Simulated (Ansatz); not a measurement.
**Response to strain in Bi2Te2Se**

Start from Bi₂Te₂Se (space group R-3m, No. 166; a cell from a computed database, its experimental status unchecked).

```
Bi2Te2Se
1.0
    2.15183     1.24236    10.28086
   -2.15183     1.24236    10.28086
    0.00000    -2.48472    10.28086
Bi Te Se
2 2 1
Direct
  0.60678   0.60678   0.60678
  0.39322   0.39322   0.39322
  0.21652   0.21652   0.21652
  0.78348   0.78348   0.78348
  0.00000   0.00000   0.00000
```

Cartesian axes are those of the cell as printed.

Strains are applied to the cell and any free atomic positions relax; under biaxial strain the out-of-plane vector relaxes too.

Levels (all Ansatz, a program for electronic structure, PAW): r2SCAN+rVV10 (500 eV, no spin-orbit coupling); HSE06 (420 eV, no spin-orbit coupling).

Band gaps by level, all at the geometries relaxed with r2SCAN+rVV10:

| case | r2SCAN+rVV10 | HSE06 |
|---|---|---|
| base | 0.51 eV | 0.68 eV |
| biaxial strain −4.80 %, plane normal [001], relaxed out of plane | 0.71 eV | 0.85 eV |
| biaxial strain +1.22 %, plane normal [001], relaxed out of plane | 0.39 eV | 0.56 eV |
| biaxial strain +3.47 %, plane normal [001], relaxed out of plane | 0.14 eV | [?] |
| biaxial strain +3.89 %, plane normal [001], relaxed out of plane | 0.09 eV | [?] |

Problem. What belongs in the blanks?

Solution. 
- biaxial strain +3.47 %, plane normal [001], relaxed out of plane, HSE06: 0.31 eV
- biaxial strain +3.89 %, plane normal [001], relaxed out of plane, HSE06: 0.27 eV

Single points use the geometry relaxed with r2SCAN+rVV10. HSE06 gaps are upper bounds (no full band path). Spin-orbit coupling, missing from the scalar runs, can matter with Bi and Te. No phonon test of stability was made. A zero or small gap of Bi2Te2Se under biaxial strain +3.47 %, plane normal [001], relaxed out of plane and Bi2Te2Se under biaxial strain +3.89 %, plane normal [001], relaxed out of plane can be the functional's error rather than a property of the material.
